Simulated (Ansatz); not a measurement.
Ti: energy against strain

Ti (hcp, P6_3/mmc, 17.325 Å³/atom and stress up to 0.01 GPa in the relaxed cell, c along z) under an equal strain ε in the (0001) plane with the normal axis free, as in a coherent film. r2SCAN in Ansatz, a plane-wave DFT program (PAW, default set), 500 eV, 23×23×13 Γ-centred mesh, Fermi-Dirac smearing 0.10 eV; ions are relaxed, or left where forces stay under 0.02 eV/Å, within the symmetry of each cell.

Here s stands for strain and y for E less E0.

| strain (%) | E less E0 (meV/atom) |
|---|---|
| -3.00 | ? |
| -1.50 | 5.23 |
| -1.00 | 2.26 |
| -0.50 | 0.52 |
| 0.00 | 0.00 |
| 0.50 | 0.66 |
| 1.00 | 2.46 |
| 1.50 | 5.38 |

Q: Fit y against s with a parabola, and predict the withheld value at s = -3.00.

A: Least squares gives y = 0.001 + 0.0707·s + 2.3576·s². Residuals (row less fit): 0.030, -0.028, -0.035, -0.001, 0.034, 0.031, -0.032; standard error 0.039 (degrees of freedom: 4). The quadratic coefficient over the volume, 2.3576 meV × 10⁴ × 0.1602 / 17.325 Å³, is the biaxial elastic modulus of this plane = about 220 GPa. At the withheld row, y = 0.001 + 0.0707 × (-3.0) + 2.3576 × (-3.0)² = 21.007 meV/atom. The calculation gives 21.88 meV/atom, 0.873 meV/atom above the prediction (4.0 % of the range of y in the table). The row lies outside the fitted rows, so this is an extrapolation. From the scatter of the fitted rows alone, a prediction at this place has a standard error of 0.149 meV/atom, so the miss is 5.9 times that.

A polynomial of degree 3 through the 12 other runs of the series gives 21.92 there, so most of the miss is curvature that the fit leaves out. In a metal these values are sensitive to mesh and smearing; energies are taken to zero smearing, stresses follow the free energy. The runs aren't spin-polarised. Rows are the converged runs of the series near zero and its far end; series whose fitted rows scatter by over a few per cent of the range, as at a crossing or softening among them, aren't shown in this form, nor equations of state whose B0' disagrees with the runs' pressures. Most that stay on the fit to the last digits aren't either.
